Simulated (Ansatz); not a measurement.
## A computed series for GaAs: pressure series

The reference is GaAs in the zinc blende structure (space group F-43m, No. 216).

```
CELL_PARAMETERS angstrom
      0.00000     2.80140     2.80140
      2.80140     0.00000     2.80140
      2.80140     2.80140     0.00000
ATOMIC_POSITIONS crystal
  Ga 0.00000 0.00000 0.00000
  As 0.25000 0.25000 0.25000
```

Cell and atoms are relaxed at each pressure.

Computed with Ansatz (a first-principles code) LDA, no spin-orbit coupling.

Notes on the quantities. hole mass: degenerate bands, along [100].

| change | band gap | gap character | hole mass | shortest interatomic distance | density |
|---|---|---|---|---|---|
| base | 0.49 eV | direct at Γ | 0.028, 0.33, 0.33 mₑ (at Γ) | 2.426 Å | 5.46 g/cm³ |
| pressure −2 GPa | 0.27 eV | direct at Γ | – | 2.450 Å | 5.31 g/cm³ |
| pressure −1 GPa | 0.38 eV | direct at Γ | 0.023, 0.34, 0.34 mₑ (at Γ) | 2.437 Å | 5.39 g/cm³ |
| pressure 0.9 GPa | 0.58 eV | direct at Γ | 0.033, 0.33, 0.33 mₑ (at Γ) | 2.417 Å | 5.53 g/cm³ |
| pressure 2.1 GPa | ___ | direct at Γ | ___ | ___ | ___ |
| pressure 4.5 GPa | 0.90 eV | direct at Γ | 0.049, 0.31, 0.31 mₑ (at Γ) | 2.383 Å | 5.76 g/cm³ |
| pressure 9 GPa | 1.09 eV | indirect, Γ → Γ–X (87 % along) | 0.064, 0.29, 0.29 mₑ (at Γ) | 2.349 Å | 6.02 g/cm³ |
| pressure 15 GPa | 0.99 eV | indirect, Γ → X | 0.080, 0.28, 0.28 mₑ (at Γ) | 2.312 Å | 6.31 g/cm³ |
| pressure 22.5 GPa | 0.87 eV | indirect, Γ → X | 0.096, 0.26, 0.26 mₑ (at Γ) | 2.274 Å | 6.63 g/cm³ |
| pressure 30 GPa | 0.76 eV | indirect, Γ → X | 0.11, 0.24, 0.24 mₑ (at Γ) | 2.243 Å | 6.91 g/cm³ |

Task: What belongs in the blanks?

Result: 
- pressure 2.1 GPa, band gap: 0.69 eV
- pressure 2.1 GPa, hole mass: 0.039, 0.32, 0.32 mₑ (at Γ)
- pressure 2.1 GPa, shortest interatomic distance: 2.405 Å
- pressure 2.1 GPa, density: 5.61 g/cm³

Load acts through the strain it causes; cell and atoms are relaxed under it. Masses are band curvatures over ±0.01 Å⁻¹ around the edge. Whether these cells are dynamically stable was not tested. Measured, GaAs leaves this structure (for a Cmcm phase) near 15 GPa (room temperature; as listed in arXiv:1906.07825). A zero or small gap of GaAs under pressure −2 GPa can be the functional's error rather than a property of the material.
